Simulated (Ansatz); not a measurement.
An Ansatz (a program for electronic structure) run: La3Se4; DFT with PBEsol, PAW potentials and a 420 eV plane-wave cutoff in Ansatz, no spin-orbit coupling.

Input:

Ansatz 0.2 input:
```yaml
crystal:
  lattice:
    - [-4.4749585757, 4.4749585757, 4.4749585757]
    - [4.4749585757, -4.4749585757, 4.4749585757]
    - [4.4749585757, 4.4749585757, -4.4749585757]
  atoms:
    - { symbol: La, position: [0.875, 0.25, 0.125] }
    - { symbol: La, position: [0.75, 0.375, 0.625] }
    - { symbol: La, position: [0.625, 0.75, 0.375] }
    - { symbol: La, position: [0.25, 0.125, 0.875] }
    - { symbol: La, position: [0.125, 0.875, 0.25] }
    - { symbol: La, position: [0.375, 0.625, 0.75] }
    - { symbol: Se, position: [0.5, 0, 0.6536724047] }
    - { symbol: Se, position: [0, 0.1536724047, 0.5] }
    - { symbol: Se, position: [0.8463275953, 0.8463275953, 0.8463275953] }
    - { symbol: Se, position: [0.1536724047, 0.5, 0] }
    - { symbol: Se, position: [0, 0.6536724047, 0.5] }
    - { symbol: Se, position: [0.5, 0, 0.1536724047] }
    - { symbol: Se, position: [0.6536724047, 0.5, 0] }
    - { symbol: Se, position: [0.3463275953, 0.3463275953, 0.3463275953] }
basis: { ecutwfc: 420, ecutrho_ratio: 4, xc_grid: 2, fft_grid_basis: typed }
kpoints: { mp_grid: { grid: [6, 6, 6] } }
hamiltonian:
  xc: pbesol
  dispersion: none
  pseudopotentials: { kind: paw }
scf: { occupations: { method: fermi_dirac, width: 0.05 }, convergence: { dr2_threshold: 0.0000000014 } }
output: { forces: true, stress: true }
```

Output (explanatory and most iteration lines left out):

```
Pseudopotential: La, paw, valence charge 11
Pseudopotential: Se, paw, valence charge 16
Crystal: 14 atoms, lattice volume = 358.449 Å³
Basis set: ecut = 420 eV, 6963 PW (Γ), exchange–correlation on 108×108×108 points (8 copies of the dense FFT grid, shifted against one another)
Bands: 111, of which v1, the nominal top of the filled ones, is band 97 counted from 1 (96 counted from 0)
Symmetry: 24 space group operations
Space group: I-43d (ITA 220), of the structure as read, at distance tolerance 7.1e-5 Å
k-points: 16 of 216 (time reversal used)
Functional: x = pbesol(κ = 0.804, μ = 0.12345679012345678), c = pbesol(β = 0.046)
SCF iter   1: F=—  HF=-80390.086390 eV  |F-HF|=—  |Δ(HF+E_count)|=         —  Δρ=4.71e-3  dr2=1.19e-1  ethr=1.77e-3  ⟨swp⟩=7.3  Hψ=6827  notcnv=0
SCF iter   2: F=—  HF=-80390.050669 eV  |F-HF|=—  |Δ(HF+E_count)|=   3.57e-2  Δρ=2.39e-3  dr2=2.78e-2  ethr=6.13e-5  ⟨swp⟩=5.7  Hψ=3906  notcnv=0
SCF 1 converged in 9 iterations: F = -80390.047317 eV  dr2 = 4.88e-10
SCF converged after 9 iterations
Free energy (F): -80390.047317 eV
Internal energy: -80389.950133 eV  (E = F + TS)
E sigma→0 (E₀):  -80389.998725 eV
Entropy (-TS):   -0.097184 eV (-6.942 meV/atom)
Fermi energy:    12.769868 eV
--- Forces (eV/Å), atoms counted from 1 ---
  atom   1  La     0.00000000    -0.00000000    -0.00000000
  atom   2  La    -0.00000000     0.00000000     0.00000000
  atom   3  La    -0.00000000    -0.00000000    -0.00000000
  atom   4  La    -0.00000000     0.00000000     0.00000000
  atom   5  La    -0.00000000    -0.00000000     0.00000000
  atom   6  La    -0.00000000     0.00000000    -0.00000000
  atom   7  Se     0.00010038     0.00010038    -0.00010038
  atom   8  Se     0.00010038    -0.00010038     0.00010038
  atom   9  Se    -0.00010038    -0.00010038    -0.00010038
  atom  10  Se    -0.00010038     0.00010038     0.00010038
  atom  11  Se     0.00010038    -0.00010038     0.00010038
  atom  12  Se     0.00010038     0.00010038    -0.00010038
  atom  13  Se    -0.00010038     0.00010038     0.00010038
  atom  14  Se    -0.00010038    -0.00010038    -0.00010038
--- Stress (GPa, compression-positive) ---
       -0.008335      -0.000000       0.000000
        0.000000      -0.008335      -0.000000
        0.000000       0.000000      -0.008335
  P = ⅓ Tr σ = -0.0083 GPa (-0.083 kbar)
```

Stability against distortions was not tested. The final runs are not spin-polarised. The cell is La₃Se₄ (space group I-43d, No. 220).
